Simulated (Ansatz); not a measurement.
The starting structures come from a database of crystals and need not be the phases stable at ambient conditions.

 Where the default PAW files enter, the runs use the earlier of Ansatz's two default sets.

# Evanescent states of Sr3V2O8 (R-3m, not sure to be the ambient phase, 13 atoms a cell, 14.1 Å³ an atom, -2 GPa at this level) along the normal of (001)

Calculation: r2SCAN (plane waves, PAW; Ansatz, a program for electronic structure).

The gap is the functional's own, uncorrected, and κ follows it; spin-orbit coupling is left out. Mid-gap values are interpolated between the computed energies.

Energies count from the valence-band top; κ is the least over a 6×6 mesh across the current.

```
E (eV)  κ (1/Å)  where
------  -------  -----
0.10      0.189      Γ
0.28      0.313  off Γ
0.47      0.373  off Γ
0.67      0.416  off Γ
0.85      0.450  off Γ
1.04          ?  off Γ
1.24          ?  off Γ
1.43          ?      Γ
1.61          ?      Γ
1.80          ?      Γ
2.00          ?      Γ
2.19          ?      Γ
2.38          ?      Γ
2.56          ?      Γ
2.75          ?      Γ
2.94          ?      Γ
3.13      0.513      Γ
3.33      0.491  off Γ
3.52      0.445  off Γ
3.71      0.372  off Γ
3.90      0.256  off Γ
```

Q: What belongs in the gaps?

A: 
- 1.04, κ (1/Å): 0.477
- 1.24, κ (1/Å): 0.499
- 1.43, κ (1/Å): 0.512
- 1.61, κ (1/Å): 0.517
- 1.80, κ (1/Å): 0.522
- 2.00, κ (1/Å): 0.524
- 2.19, κ (1/Å): 0.526
- 2.38, κ (1/Å): 0.526
- 2.56, κ (1/Å): 0.525
- 2.75, κ (1/Å): 0.522
- 2.94, κ (1/Å): 0.518
